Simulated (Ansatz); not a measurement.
Ansatz (a program for electronic structure) run on a sheet of MgI2 (3 atoms in the cell): self-consistent single point.

Computed with PBE (plane waves, PAW; Ansatz).

The change in words: lattice scaled in the plane by 0.98. Reference geometry:
```yaml
crystal:
  lattice:
    - [4.20082, 0.00000, 0.00000]
    - [-2.10041, 3.63802, 0.00000]
    - [0.00000, 0.00000, 17.33512]
  atoms:
    - { symbol: Mg, position: [0.00000, 0.00000, 0.50000] }
    - { symbol: I, position: [0.33333, 0.66667, 0.59620] }
    - { symbol: I, position: [0.66667, 0.33333, 0.40381] }
```

Reference input (self-consistent single point, DFT, PBE, plane waves, default PAW files): kpoints.mp_grid.grid = 9 9 1; hamiltonian.xc = pbe; hamiltonian.pseudopotentials = {kind: paw} (the program's default PAW files); scf.occupations.method = gaussian; scf.occupations.width = 0.136 eV. This run's input differs from it in these lines:

```diff
@@ -2,4 +2,4 @@
   lattice:
-    - [4.200821, 0.000000, 0.000000]
-    - [-2.100411, 3.638018, 0.000000]
+    - [4.116805, 0.000000, 0.000000]
+    - [-2.058403, 3.565258, 0.000000]
     - [0.000000, 0.000000, 17.335116]
```

The program printed (abridged):

```
SCF iter   1: F=—  HF=-16952.791450 eV  |F-HF|=—  |Δ(HF+E_count)|=         —  Δρ=5.84e-4  dr2=1.06e-3  ethr=1.77e-3  ⟨swp⟩=12.1  Hψ=1992  notcnv=0
all-band conjugate gradients solve this SCF's bands
preconditioner: auto → Resta (q_TF=auto, 2.036 Å⁻¹)
SCF iter   2: F=—  HF=-16952.792232 eV  |F-HF|=—  |Δ(HF+E_count)|=   7.82e-4  Δρ=3.85e-4  dr2=1.14e-3  ethr=2.42e-6  ⟨swp⟩=3.0  Hψ=600  notcnv=0  defer=2
   [... lines left out ...]
SCF iter   6: F=—  HF=-16952.792390 eV  |F-HF|=—  |Δ(HF+E_count)|=   2.46e-6  Δρ=3.83e-5  dr2=1.81e-5  ethr=6.12e-8  ⟨swp⟩=1.0  Hψ=314  notcnv=0  defer=6
SCF iter   7: F=—  HF=-16952.792387 eV  |F-HF|=—  |Δ(HF+E_count)|=   2.77e-6  Δρ=1.36e-5  dr2=2.43e-6  ethr=4.11e-8  ⟨swp⟩=2.0  Hψ=370  notcnv=0  defer=6
SCF iter   8: F=—  HF=-16952.792386 eV  |F-HF|=—  |Δ(HF+E_count)|=   5.33e-7  Δρ=3.06e-6  dr2=1.36e-7  ethr=5.53e-9  ⟨swp⟩=2.0  Hψ=376  notcnv=0  defer=6
SCF iter   9: F=-16952.792386 eV  HF=-16952.792386 eV  |F-HF|=3.22e-9  |Δ(HF+E_count)|=   3.05e-8  Δρ=4.79e-7  dr2=3.83e-9  ethr=2.27e-10  ⟨swp⟩=12.0  Hψ=1565  notcnv=0
SCF 1 converged in 9 iterations: F = -16952.792386 eV  dr2 = 3.83e-9
Free energy (F): -16952.792386 eV
Internal energy: -16952.792386 eV  (E = F + TS)
E sigma→0 (E₀):  -16952.792386 eV
Fermi energy:    0.026317 eV
--- Forces (eV/Å), atoms counted from 1 ---
  atom   1  Mg     0.00000000    -0.00000000     0.00000000
  atom   2  I      0.00000000     0.00000000     0.18703030
  atom   3  I     -0.00000000     0.00000000    -0.18703030
--- Stress (GPa, compression-positive) ---
        0.667780       0.000000      -0.000000
        0.000000       0.667780       0.000000
       -0.000000       0.000000       0.392725
  P = ⅓ Tr σ = 0.5761 GPa (5.761 kbar)
  The stress holds the Pulay correction. Without it, at fixed plane waves, as pw.x and ABINIT print it: P = 0.5706 GPa
```

The run converged in 9 iterations. Against the reference run the free energy goes up by 7.6 meV/atom, the largest force goes from 0.036 to 0.187 eV/Å and the gap on the mesh hardly changes (3.719 to 3.718 eV).

The starting cell was generated: these elements placed on a structure prototype, without a prior relaxation; it need not be a known phase or ordering of this composition. Its lattice was rescaled in the plane by a random factor within 2.5 % of one. For this run, on top of that: lattice scaled in the plane by 0.98. Spin-orbit coupling is off.

Keys are those of Ansatz 0.2.
